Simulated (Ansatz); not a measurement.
Computed with PBE (plane waves to 420 eV, PAW; Ansatz, a program for electronic structure).

Electrostatic potential energy of an electron, averaged over planes parallel to the surface, in eV from the Fermi level, for a constructed model of the (111) surface of fcc Pt, a pseudomorphic layer of Mo in the other hollow (bottom of the slab: a bare face, its two planes held):

| z (Å) | V (eV) |
|---|---|
| 3.95 | 5.67 |
| 4.24 | 5.67 |
| 4.52 | 5.67 |
| 4.80 | 5.66 |
| 5.08 | 5.66 |
| 5.37 | 5.65 |
| 5.65 | 5.62 |
| 5.93 | 5.56 |
| 6.21 | 5.44 |
| 6.50 | 5.15 |
| 6.78 | 4.50 |
| 7.06 | 3.02 |
| 7.34 | -0.63 |
| 7.62 | -9.07 |
| 7.91 | -18.35 |
| 8.19 | -23.19 |
| 8.47 | -21.09 |
| 8.75 | -13.26 |
| 9.04 | -4.10 |
| 9.32 | 0.05 |
| 9.60 | -1.35 |
| 9.88 | -8.70 |
| 10.17 | -17.91 |
| 10.45 | -23.23 |
| 10.73 | -21.93 |
| 11.01 | -14.69 |
| 11.30 | -5.41 |
| 11.58 | -0.45 |
| 11.86 | -1.23 |
| 12.14 | -8.04 |
| 12.43 | -17.33 |
| 12.71 | -23.06 |
| 12.99 | -22.30 |
| 13.27 | -15.44 |
| 13.56 | -6.07 |
| 13.84 | -0.54 |
| 14.12 | -0.78 |
| 14.40 | -6.92 |
| 14.69 | -16.30 |
| 14.97 | -22.67 |
| 15.25 | -22.70 |
| 15.53 | -16.38 |
| 15.81 | -6.99 |
| 16.10 | -0.68 |
| 16.38 | -0.14 |
| 16.66 | -5.06 |
| 16.94 | -14.37 |
| 17.23 | -21.76 |
| 17.51 | -23.24 |
| 17.79 | -18.05 |
| 18.07 | -8.85 |
| 18.36 | -1.39 |
| 18.64 | 0.29 |
| 18.92 | -2.58 |
| 19.20 | -10.97 |
| 19.49 | -19.74 |
| 19.77 | -23.80 |
| 20.05 | -21.31 |
| 20.33 | -13.50 |
| 20.62 | -5.06 |
| 20.90 | -2.61 |
| 21.18 | -7.00 |
| 21.46 | -15.51 |
| 21.75 | -22.46 |
| 22.03 | -23.78 |
| 22.31 | -18.69 |
| 22.59 | -9.92 |
| 22.87 | -2.38 |
| 23.16 | 1.36 |
| 23.44 | 3.18 |
| 23.72 | 4.15 |
| 24.00 | 4.66 |
| 24.29 | 4.92 |
| 24.57 | 5.06 |
| 24.85 | 5.12 |
| 25.13 | 5.16 |
| 25.42 | 5.18 |
| 25.70 | 5.19 |
| 25.98 | 5.19 |
| 26.26 | 5.19 |

Slab: 7 atoms, 14.0 Å thick at the start; k 15x15x1, smearing 0.1 eV, dipole-corrected; 2 atoms held, the rest relaxed; symmetry of the start imposed; no spin, no spin-orbit, no U. In PBE it lies 0.04 eV a 1x1 cell over the lowest computed structure of the same composition (a pseudomorphic layer of Mo in the host's stacking).

### Question
The surface cell has an area of 6.82 Å². What dipole along the normal does the step between the two vacuum levels imply?

### Answer
the top vacuum level lies 0.47 eV below the bottom one; p = −ε₀ A ΔV (ε₀ = 0.005526 e/(V·Å)) gives 0.02 e·Å a cell.
